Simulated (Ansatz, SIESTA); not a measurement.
**Code comparison for Ga (Cmce, 4 atoms in the cell)**

Self-consistent single point.

```
Ga
1.0
    2.23154    -3.82558     0.00000
    2.23154     3.82558     0.00000
    0.00000     0.00000     4.58739
Ga
4
Cartesian
  2.23154  -1.19129   1.90560
  2.23154   1.19129   2.68179
  2.23154  -2.63430   4.19929
  2.23154   2.63430   0.38809
```

Shared settings, as Ansatz (an electronic-structure program) writes them: kpoints.mp_grid.grid = 6 6 5; magnetization.spin_orbit = true; scf.occupations.method = fermi_dirac; scf.occupations.width = 0.136 eV. Potentials and cutoffs stand in the table.

| code | model | pressure (GPa) | largest force (eV/Å) | cutoff |
|---|---|---|---|---|
| SIESTA | GGA PBE with spin-orbit coupling, numerical atomic orbitals DZP, PseudoDojo PBE fully relativistic norm-conserving potentials (rewritten from UPF to PSML) | – | 0.152 | grid 300 Ry |
| Ansatz | PBE with spin-orbit coupling, default PAW files | 1.86 | 0.022 | 420 eV |

A dash marks a value that a program does not give, or that is left out as unsure.

The spread over the programs that give each value: largest force within 0.130 eV/Å.

SIESTA uses small atom-centred bases, whose incompleteness enters pressures, forces and empty levels differently from a plane-wave cutoff.

The starting cell comes from a database of computed structures (which also holds hypothetical and non-ambient phases and stackings), without a prior relaxation at this level. Its lattice was rescaled by a random factor within 2.5 % of one.

Left out of this page: Elk (not drawn, or without a comparable value); FLEUR (with a known weakness of the program).

Keys are those of Ansatz 0.2.
